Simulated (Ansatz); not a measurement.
System: fluorite AuAl2. Method: r²SCAN+rVV10 in Ansatz (PAW).

Output (set-up and result lines):

```
Crystal: 3 atoms, lattice volume = 53.895 Å³
Basis set: ecut = 560 eV, 1639 PW (Γ), exchange–correlation on 108×108×108 points (27 copies of the dense FFT grid, shifted against one another)
Bands: 17, of which v1, the nominal top of the filled ones, is band 13 counted from 1 (12 counted from 0)
Symmetry: 48 space group operations
Space group: Fm-3m (ITA 225), of the structure as read, at distance tolerance 3.8e-5 Å
k-points: 145 of 4096
Functional: x = r2scan, c = r2scan + rvv10(b = 11.95, C = 0.0093); τ floored in thin density (d = 2e-4 eV/Å³)
SCF iter   1: F=—  HF=-14241.796145 eV  |F-HF|=—  |Δ(HF+E_count)|=         —  Δρ=7.93e-3  dr2=5.14e-2  dr2_τ=3.56e-2
SCF iter   2: F=—  HF=-14241.833060 eV  |F-HF|=—  |Δ(HF+E_count)|=   3.69e-2  Δρ=2.76e-3  dr2=6.02e-3  dr2_τ=1.54e-3
  ...
SCF iter   8: F=—  HF=-14241.833771 eV  |F-HF|=—  |Δ(HF+E_count)|=  6.00e-11  Δρ=1.80e-6  dr2=2.04e-9  dr2_τ=2.08e-10
SCF iter   9: F=-14241.833771 eV  HF=-14241.833771 eV  |F-HF|=2.00e-11  |Δ(HF+E_count)|=  2.38e-10  Δρ=2.84e-7  dr2=7.60e-11  dr2_τ=5.70e-12
SCF 1 converged in 9 iterations: F = -14241.833771 eV  dr2 = 7.60e-11
SCF converged after 9 iterations
Free energy (F): -14241.833771 eV
Internal energy: -14241.825577 eV  (E = F + TS)
E sigma→0 (E₀):  -14241.829674 eV
Fermi energy:    11.217906 eV
--- Forces (eV/Å), atoms counted from 1 ---
  atom   1  Al     0.00000000    -0.00000000     0.00000000
  atom   2  Al     0.00000000     0.00000000     0.00000000
  atom   3  Au    -0.00000000    -0.00000000    -0.00000000
--- Stress (GPa, compression-positive) ---
       -0.000356       0.000000       0.000000
        0.000000      -0.000356      -0.000000
        0.000000      -0.000000      -0.000356
  P = ⅓ Tr σ = -0.0004 GPa (-0.004 kbar)
```

**Question.** Write an input file that could have produced this run (the log leaves some choices open).

**Answer.** Several could match; the one computed here: 
Ansatz 0.2 input:
```yaml
crystal:
  lattice:
    - [0.0, 2.9980534094, 2.9980534094]
    - [2.9980534094, 0.0, 2.9980534094]
    - [2.9980534094, 2.9980534094, 0.0]
  atoms:
    - { symbol: Al, position: [0.25, 0.25, 0.25] }
    - { symbol: Al, position: [0.75, 0.75, 0.75] }
    - { symbol: Au, position: [0.0, 0.0, 0.0] }
basis:
  ecutwfc: 560
  ecutrho_ratio: 4
  xc_grid: 3
kpoints:
  mp_grid: { grid: [16, 16, 16] }
hamiltonian:
  xc: r2scan
  dispersion: rvv10
  pseudopotentials: { kind: paw }
scf:
  occupations: { method: fermi_dirac, width: 0.05 }
  convergence: { dr2_threshold: 0.0000000003 }
output:
  forces: true
  stress: true
  eigenvalues: true
```

The PAW data were made under PBE.

Ansatz is a first-principles code.
